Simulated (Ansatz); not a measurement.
Adsorption energy and surface dipole of Br on the 1x1 (100) surface of monoclinic HfO2 (cut with top plane 2 O), one in a 1x1 cell, started at the site 'hollow O-O-O', worked from the runs' numbers; total energies count from the potentials' own zero.

Host crystal: monoclinic HfO2, with a band gap (PBE, scalar-relativistic without spin-orbit coupling).

The numbers are results of PBE (plane waves to 420 eV, PAW; Ansatz, a first-principles code), not measurements.

Set-up: 25 atoms, 9.3 Å thick at the start under the adsorbate (thin: gaps and levels are the slab's own); mesh 4x4x1; 0.01 eV smearing; dipole correction on; 12 atoms held, the rest relaxed; no symmetry held; spin-polarised, ending with about 1.0 μB a cell; orders that need a larger cell were not tried, no spin-orbit, no U, no dispersion correction. At the end it is bonded to Hf. In PBE it is, or lies within 0.03 eV of, the lowest of the starts that converged.

```csv
quantity,value
slab with the adsorbate,-137670.922 eV
"clean slab, same cell and mesh",-134887.913 eV
"reference, ½ Br2(g)",-2783.051 eV
area of the cell,27.90 Å²
change of the step from the bottom to the top vacuum level,-0.005 eV
```

What is the adsorption energy against this reference?

E(slab + adsorbate) − E(slab) − E(reference) = 0.04 eV, so in this state the adsorbate is less stable than in the reference, at a coverage of 3.58 a nm².
